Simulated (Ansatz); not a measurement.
Base system: LiNbO₃ (space group R3c, No. 161).

```
CELL_PARAMETERS angstrom
      2.53373     1.46285     4.56243
     -2.53373     1.46285     4.56243
      0.00000    -2.92570     4.56243
ATOMIC_POSITIONS crystal
  Li 0.28114 0.28114 0.28114
  Li 0.78114 0.78114 0.78114
  Nb 0.99752 0.99752 0.99752
  Nb 0.49752 0.49752 0.49752
  O  0.10552 0.36572 0.71719
  O  0.71719 0.10552 0.36572
  O  0.36572 0.71719 0.10552
  O  0.21719 0.86572 0.60552
  O  0.86572 0.60552 0.21719
  O  0.60552 0.21719 0.86572
```

Cartesian axes are those of the cell as printed.

The values are results of LDA (Ansatz, a first-principles code; PAW; 420 eV plane waves; without spin-orbit coupling), not measurements.

The change: uniaxial strain ε_zz = +3.00 %, all other strain components held at zero, atoms relaxed at fixed cell.

Question: Predict the stress tensor and what it implies for the stiffness.

Answer: Stress of the strained cell less that of the base (GPa, compression positive):
```
  -2.10    0.00    0.00
   0.00   -2.10    0.00
   0.00    0.00   -7.27
```

Then −Δσ_ii/ε with ε = 0.0300 gives secant stiffness values (nonlinear terms included at this strain): C33 ≈ 242 GPa, C13 ≈ 70 GPa and C23 ≈ 70 GPa.

As a check, the harmonic strain energy −½ V₀ Δσ:ε is 6.9 meV/atom; the computed energy rise is 7.1 meV/atom.

Stability against distortions was not tested.
